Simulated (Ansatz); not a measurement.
Data:

```
As
1.0
    4.76996     0.00000     0.00000
    0.00000     3.75186     0.00000
    0.00000     0.00000    18.28068
As
4
Direct
  0.57306   0.00000   0.56536
  0.92694   0.50000   0.56536
  0.42694   0.00000   0.43464
  0.07306   0.50000   0.43464
```

Computed with PBE, rigid bands (plane waves, PAW, scalar-relativistic; Ansatz, a program for electronic structure). Condition of this run: uniaxial strain yy +2 %, other axes clamped. Cell: cell and atoms relaxed with PBE, then loaded as said.

**Question.** What conductivity effective mass do dilute electrons have at 300 K?

**Answer.** 0.106 (x), 0.095 (y) mₑ.

**Question.** And the band gap?

**Answer.** 0.77 eV at this level; semilocal functionals usually fall short of the measured gap.

Rigid bands, one relaxation time for all states, no polarons. Spin-orbit coupling is left out; where it splits the top of the valence band it changes the hole mass and lowers the gap by about a third of the splitting.
